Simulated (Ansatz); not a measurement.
```xyz
2
Lattice="0.0000 1.7903 1.7903 1.7903 0.0000 1.7903 1.7903 1.7903 0.0000" Properties=species:S:1:pos:R:3 pbc="T T T"
N      0.8951     0.8951     0.8951
B      0.0000     0.0000     0.0000
```

The cell is fixed at its relaxed static size. Melting and transitions to other phases are not modelled. An odd repeat of the supercell leaves out some zone-boundary points, where instabilities often lie.

Estimate each atom's mean-square displacement (sum over three axes) at 600 K from path-integral sampling on the energy surface fitted in the stochastic self-consistent harmonic approximation in a 3×3×3 supercell, Ansatz (a first-principles code), LDA functional, plane-wave PAW.

N1 0.0070 Å², B2 0.0081 Å². Waves longer than the supercell are missing, so the values are low for an infinite crystal. Over all wave vectors of the supercell the softest harmonic mode is 428 cm⁻¹ at q = (0.00, 0.00, 0.33); the softest of the Hessian is 423 cm⁻¹ at q = (0.00, 0.00, 0.33) at 300 K (error under 1; the run's verdict: stable), 423 cm⁻¹ at q = (0.00, 0.00, 0.33) at 600 K (error under 1; the run's verdict: stable).
